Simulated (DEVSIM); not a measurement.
Device: abrupt Si p-n junction, at 400 K.

Layer 1 from the left is Si, thickness (μm) 0.170, Na (cm⁻³) 5e17, τn (s) 1.8e-6, τp (s) 1.8e-6. Layer 2 from the left is Si, thickness (μm) 160, Nd (cm⁻³) 2.9e14, τn (s) 1.8e-6, τp (s) 1.8e-6.

Left contact: ohmic. Right contact: ohmic. Voltage is applied to the left contact. Recombination: SRH at mid-gap, Auger. Mobility is μmin + (μ − μmin)/(1 + (N/Nref)^α).

Constants are typed, rounded textbook-type inputs, not results; the design itself was drawn at random and stands for no fabricated device. Values at 300 K; Nc and Nv go as T^1.5, mobilities as T to minus their exponent, the gap by Varshni's rule with the affinity fixed.

Si: gap (eV) 1.124, affinity (eV) 4.05, permittivity 11.7, Nc (cm⁻³) 2.86e19, Nv (cm⁻³) 3.1e19, μn (cm²/Vs) 1417, μp (cm²/Vs) 470, μn,min 52, μp,min 45, Nref,n 9.7e16, Nref,p 2.2e17, αn 0.68, αp 0.72, T exponent of μn 2.3, T exponent of μp 2.2, Cn (cm⁶/s) 2.8e-31, Cp (cm⁶/s) 9.9e-32, Varshni α (eV/K) 0.000473, Varshni β (K) 636.

Q: Estimate by hand the built-in potential, the peak field at zero bias, and compare with a numerical solution.

A: 
- Built-in potential: ni = √(Nc Nv) exp(−Eg/2kT) = 5.68e12 cm⁻³ with Eg = 1.096 eV; Vbi = kT/q ln(Na Nd/ni²) = 0.528 V; numerical 0.528 V.
- Peak field at zero bias: depletion approximation: W = √(2εVbi/(qN)) = 1.53 μm with N = 2.90e14 cm⁻³; field = 2Vbi/W = 6880 V/cm; numerical 44600 V/cm (estimate below by 85 %).

DEVSIM, 1D drift-diffusion, Boltzmann statistics, complete ionisation; no tunnelling, impact ionisation, image-force lowering or self-heating.
